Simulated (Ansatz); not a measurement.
Defect: interstitial Ag in beta Si3N4, charge state +1. Computed with PBE, PAW (plane waves to 420 eV; Ansatz, an electronic-structure program).

84-site cell at the relaxed PBE lattice, the Γ point alone, smearing 0.01 eV, spin-restricted, no finite-size correction. Static, classical nuclei. The charge state is imposed; whether it is stable for some Fermi level was not computed. Sites that were not tried may lie lower.

Barriers: single points on a 2×2×2 k-point mesh shifted by half a step along c at the bands' geometries.

The step: a direct jump of one Ag atom; the atom moves 1.48 Å along (0.00, 0.00, -0.50) of the unit cell; the moving atom starts with neighbours N at 2.38, 2 N at 2.40, N at 2.82, 2 N at 2.83, 2 N at 2.85, N at 2.86; Si at 2.74, Si at 2.75, Si at 2.76, 2 Si at 3.09 Å and ends with N at 2.38, 2 N at 2.40, N at 2.82, 2 N at 2.83, 2 N at 2.85, N at 2.86; Si at 2.74, Si at 2.75, Si at 2.76, 2 Si at 3.09 Å.

Estimate the migration barrier of this step that PBE, PAW returns for this input.

0.076 eV, the same both ways. At the saddle the moving atom has neighbours 2 N at 2.51, 2 N at 2.53, 2 N at 2.54, 2 N at 3.26; 2 Si at 2.83, 2 Si at 2.84, 2 Si at 2.85 Å. The saddle point's order was not checked, and it lies on a symmetry element of the cell, where a band can be held.
